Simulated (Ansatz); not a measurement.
System: N vacancy in wurtzite GaN (charge state +3). The step: one N atom jumps into the vacancy from a nearby N site; the atom moves 3.21 Å along (-1.00, -1.00, 0.00) of the unit cell; the moving atom starts with neighbours Ga at 1.89, Ga at 1.98, 2 Ga at 1.99 Å and ends with Ga at 1.89, Ga at 1.98, 2 Ga at 1.99 Å. DFT values are from Ansatz (plane-wave PAW, 420 eV unless said) in a cell of 72 host sites, spin-restricted, static, with no finite-size correction. The charge state is imposed; whether it is stable for some Fermi level was not computed. Forms of the defect that were not tried may lie lower. For the PBE band: the saddle point's order was not checked, and it lies on a symmetry element of the cell, where a band can be held.

```
Level                                                                      Forward barrier (eV)  Cost of the band or of the saddle's single point
-------------------------------------------------------------------------  --------------------  ------------------------------------------------
CHGNet universal potential (has no charge state), its own band                             1.74                                                 -
PBE, one k-point at (0.125, 0.250, 0.250), band relaxed                                    2.39                    around 21 core-minutes (rough)
PBE, a 2×2×2 k-point mesh shifted by half a step along c, same geometries                  2.49                     around 3 core-minutes (rough)
r2SCAN at 500 eV, one k-point at (0.125, 0.250, 0.250), same geometries                    2.74                    around 90 core-seconds (rough)
```

Ansatz is an electronic-structure program.
